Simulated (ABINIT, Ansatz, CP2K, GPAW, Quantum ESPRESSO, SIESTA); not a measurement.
## VCu₃O₄ (I-42m, 8 atoms in the cell) computed with different codes at matched settings

Self-consistent single point.

```yaml
crystal:
  lattice:
    - [-2.31236, 2.31236, 4.55176]
    - [2.31236, -2.31236, 4.55176]
    - [2.31236, 2.31236, -4.55176]
  atoms:
    - { symbol: V, position: [0.00000, 0.00000, 0.00000] }
    - { symbol: Cu, position: [0.25000, 0.75000, 0.50000] }
    - { symbol: Cu, position: [0.75000, 0.25000, 0.50000] }
    - { symbol: Cu, position: [0.50000, 0.50000, 0.00000] }
    - { symbol: O, position: [0.11159, 0.65947, 0.00000] }
    - { symbol: O, position: [0.34053, 0.34053, 0.45212] }
    - { symbol: O, position: [0.65947, 0.11159, 0.00000] }
    - { symbol: O, position: [0.88841, 0.88841, 0.54788] }
```

All programs got the same cell, k-point mesh and kind of occupations (in Ansatz's words: kpoints.mp_grid.grid = 5 5 5; scf.occupations.method = gaussian; scf.occupations.width = 0.136 eV); potentials, basis and cutoffs are each program's usual ones.

```csv
code,model,pressure (GPa),largest force (eV/Å),k-points,cutoff
CP2K,"LDA (Pade form), GPW, DZVP-MOLOPT-SR-GTH basis, GTH-PADE potentials (GTH_POTENTIALS)",-14.81,0.831,63,grid 600 Ry
SIESTA,"LDA PW92, numerical atomic orbitals DZP, PseudoDojo LDA standard norm-conserving potentials (rewritten from UPF to PSML)",-17.66,0.680,63,grid 350 Ry
ABINIT,"LDA (PW92), PAW (JTH v2.0 LDA PAW)",-16.47,0.697,18,60 Ry
Quantum ESPRESSO,"LDA (PZ), GBRV 1.5 ultrasoft (LDA) pseudopotentials",-16.38,0.763,18,50 Ry
Ansatz,"LDA (PW92), PAW files made with PBE",-16.95,0.799,18,420 eV
GPAW,"LDA (Perdew-Wang 92), GPAW PAW datasets LDA (gpaw-data 1.0.1)",–,0.950,18,900 eV
```

A dash marks a value that a program does not give, or that is left out as unsure.

The spread over the programs that give each value: pressure within 2.85 GPa; largest force within 0.270 eV/Å.

The starting cell comes from a database of computed structures (which also holds hypothetical and non-ambient phases and stackings), without a prior relaxation at this level. Its lattice was rescaled by a random factor within 2.5 % of one. On Ansatz's run: Spin polarisation is off, so a magnetic state, if there is one, cannot be reached. In the base run, with a pressure of about -16 GPa the cell is away from its equilibrium volume at this level.

Problem. Why do the programs differ, and what cannot be compared?

Solution. Differences of this kind can come from the potentials, where these differ, and from what each basis and cutoff leave unconverged. The valence holds different numbers of electrons (CP2K 70, SIESTA 94, ABINIT 94, Quantum ESPRESSO 94, Ansatz (a quantum-chemistry and plane-wave program) 94, GPAW 70). The zero of total energies and Fermi levels follows the potentials and each program's conventions, so they are not compared here. CP2K and SIESTA use small atom-centred bases, whose incompleteness enters pressures, forces and empty levels differently from a plane-wave cutoff. Ansatz's pressure is given at a fixed set of plane waves, as the other plane-wave codes print theirs; with its correction for the finite basis it is -16.42 GPa (the shift of 0.53 GPa shows how far the cutoff is from converged). The pressure of GPAW is left out: its cutoff lies under the one at which its stress was checked. The same LDA comes in different parametrisations, which differ slightly. The programs reduce the same mesh by symmetry to different extents, which changes the work and not the result. In the pressure, CP2K (by 1.66) and SIESTA (by 1.19) lie more than 1 GPa from the median of the plane-wave programs.

Left out of this page: FLEUR (with a known weakness of the program).

Keys are those of Ansatz 0.2.
